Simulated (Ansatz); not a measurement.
Consider this model of amorphous Ti20O45Nb2.

```xyz
67
Lattice="9.7090 -0.1004 0.1469 -0.1004 9.3684 0.0472 0.1469 0.0472 9.1370" Properties=species:S:1:pos:R:3 pbc="T T T"
Ti     3.0751     3.5098     2.0703
Ti     0.7559     3.3456     4.0608
Ti     5.2662     1.1526     4.5192
Ti     7.4062     8.5082     8.3331
Ti     6.9689     1.2166     1.3819
Ti     2.5733     0.9185     6.2476
Ti     0.5732     0.7856     2.6313
Ti     1.9339     4.8926     8.1747
Ti     3.9145     4.3819     5.2959
Ti     2.4350     7.7795     4.7486
Ti     4.3022     6.4493     2.9359
Ti     0.5509     6.5255     2.7873
Ti     6.1231     6.6674     5.7872
Ti     8.8607     4.6238     7.0319
Ti     7.1559     7.3952     2.3900
Ti     4.3604     1.0778     8.8216
Ti     9.2951     7.5342     6.2109
Ti     0.1729     1.8301     8.7273
Ti     8.5165     1.4316     5.7419
Ti     4.5810     7.1091     8.7466
O      0.0864     4.8149     3.0863
O      2.5155     6.9157     2.8259
O      4.0744     1.6180     7.1224
O      9.1482     1.7454     3.9130
O      6.1125     0.7619     2.9196
O      6.1422     0.5465     8.8833
O      5.6186     4.9083     5.8149
O      3.7450     2.1005     1.0644
O      6.6899     6.9602     8.7837
O      9.1567     3.3267     5.7577
O      7.3322     5.6545     1.8644
O      7.3241     8.1415     6.4971
O      1.5658     2.3523     2.5713
O      3.4349     8.8078     9.0707
O      3.7387     9.3409     4.9723
O      7.6021     8.7729     1.1841
O      9.2974     8.0539     8.0953
O      1.7100     2.1461     5.3717
O      0.5490     5.8643     7.2246
O      6.0011     7.1582     3.9328
O      6.7421     1.3461     5.5794
O      1.5238     9.0989     3.5899
O      1.8548     8.3201     6.4992
O      3.7672     6.3834     4.8965
O      0.8097     6.8336     4.7500
O      6.2453     2.9280     1.0601
O      4.8259     5.2275     8.8795
O      2.6884     6.6344     8.4684
O      8.0595     5.9558     5.9841
O      0.8072     0.1883     0.8728
O      7.5659     4.3645     8.2699
O      2.2033     4.3797     0.8259
O      9.3292     9.2172     5.5842
O      8.5839     1.2690     7.7148
O      0.6294     6.9953     0.9347
O      4.5430     2.7547     4.4617
O      8.7411     7.5382     3.2323
O      0.5157     3.5549     8.2147
O      2.4999     4.2085     3.9143
O      8.7133     1.8052     1.3336
O      5.0059     7.3762     1.5405
O      1.6211     0.8997     7.8937
O      4.9312     7.4517     7.0095
O      2.9910     4.2769     6.8509
O      4.5958     4.7461     2.3997
Nb     6.2942     4.7172     0.5732
Nb     1.4403     8.2155     8.7408
```

All values below come from PBE, scalar-relativistic without spin-orbit coupling (plane waves to 420 eV, PAW; Ansatz, a quantum-chemistry and plane-wave program).

The cell was made by melting and quenching with the CHGNet potential and then relaxed with DFT. O atoms were pushed apart under 1.9 Å during the dynamics, to hinder bonds among them. The hot cell started wider than the set density and was brought back towards it in steps. It is the lowest in DFT energy of 2 quenches. It is a model cell: composition and starting density were chosen by hand, and all elements were melted together. No dispersion term was used. Its density started from a set value of 3.72 and ended at 3.72 g/cm³. The quench (nominally 300 K/ps over its main leg) was far faster than any real one, so the model tends to hold more defects than a real film. A cell of this size samples the disorder only roughly. The volume was held where the preparation left it and the shape relaxed, at a PBE pressure of 2.2 GPa. Stress components on the final sampling reach 2.3 GPa. On a 2×2×2 Γ-centred mesh force components of up to 0.13 eV/Å stay, since the relaxation ran on the zone centre alone.

Bonds are counted up to Ti-Ti 3.12 Å, Ti-O 2.62 Å, Ti-Nb 3.12 Å, O-O 1.58 Å, O-Nb 2.53 Å, Nb-Nb 3.12 Å. Two cations that share two anions don't count as bonded, nor two that share one unless they lie closer than Ti-Ti 3.04 Å, Ti-Nb 3.04 Å, Nb-Nb 3.04 Å.

### Question
Give the coordination numbers, mean bond lengths and angles.

### Answer

```json
{
 "Mean coordination of Ti by anions": "5.25 (2 with 4, 12 with 5, 5 with 6, 1 with 7)",
 "Mean coordination of O": "2.62 (19 with 2, 24 with 3, 2 with 4)",
 "Mean coordination of Nb by anions": "6.50 (1 with 6, 1 with 7)",
 "Mean Ti-O bond": "1.950 Å (spread 0.152 Å, 105 counted)",
 "Mean O-Nb bond": "2.072 Å (spread 0.204 Å, 13 counted)",
 "Bond angle at Ti": "mean 104.9°, spread 26.1°",
 "Bond angle at O": "mean 120.8°, spread 21.8°",
 "Bond angle at Nb": "mean 102.4°, spread 29.9°"
}
```

### Question
List the pairs of like atoms that count as bonded by the rules above.

### Answer
There are none by these rules.
